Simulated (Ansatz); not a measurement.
A computed series for NaCl: response to strain

The reference is NaCl in the rock salt structure (space group Fm-3m, No. 225; a = 5.6015 Å). Axes: x, y, z lie along the cube axes.

Strains are applied to the cell and any free atomic positions relax; under biaxial strain the out-of-plane vector relaxes too.

Computed with PBEsol (Ansatz, a first-principles code; PAW; 420 eV plane waves; scalar-relativistic without spin-orbit coupling).

Candidates:
(a) biaxial strain +2.08 %, plane normal [111], relaxed out of plane
(b) biaxial strain +0.83 %, plane normal [111], relaxed out of plane
(c) biaxial strain −0.42 %, plane normal [111], relaxed out of plane
(d) biaxial strain +1.25 %, plane normal [111], relaxed out of plane

Order them by out-of-plane strain, lowest first.

(a) biaxial strain +2.08 %, plane normal [111], relaxed out of plane (-1.77 %), (d) biaxial strain +1.25 %, plane normal [111], relaxed out of plane (-1.05 %), (b) biaxial strain +0.83 %, plane normal [111], relaxed out of plane (-0.69 %), (c) biaxial strain −0.42 %, plane normal [111], relaxed out of plane (+0.38 %)

Whether these cells are dynamically stable was not tested.
